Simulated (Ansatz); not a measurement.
PBE against r2SCAN: Hf, Hf → Ti

Consider Hf in the hcp (Mg type) structure (space group P6_3/mmc, No. 194; a = 3.204 Å, c = 5.069 Å).

(Cell as relaxed with PBE.)

Levels (all Ansatz, a first-principles code, PAW): PBE (420 eV, without spin-orbit coupling); r2SCAN (500 eV, without spin-orbit coupling).

Each level relaxes its own structure.

```json
[
 {"base": "volume per atom", "PBE": "22.54 Å³", "r2SCAN": "22.35 Å³"},
 {"base": "lattice parameter a", "PBE": "3.204 Å", "r2SCAN": "3.198 Å"},
 {"base": "band gap", "PBE": "zero", "r2SCAN": "zero"}
]
```

It is then changed as follows: full substitution Hf → Ti; the structure is relaxed again.

```tsv
quantity	PBE	r2SCAN
volume per atom	17.39 Å³	…
c/a ratio	1.582	…
```

Question: What does r2SCAN give?

Answer: 
- volume per atom, r2SCAN: 17.30 Å³
- c/a ratio, r2SCAN: 1.579

PBE's volume per atom lies 0.09 Å³ above r2SCAN's (0.5 %); PBE's c/a ratio lies 0.003 above r2SCAN's. Neither level is exact; r2SCAN is the comparison here, not a measurement.

Whether these cells are dynamically stable was not tested. All final runs are without spin polarisation.
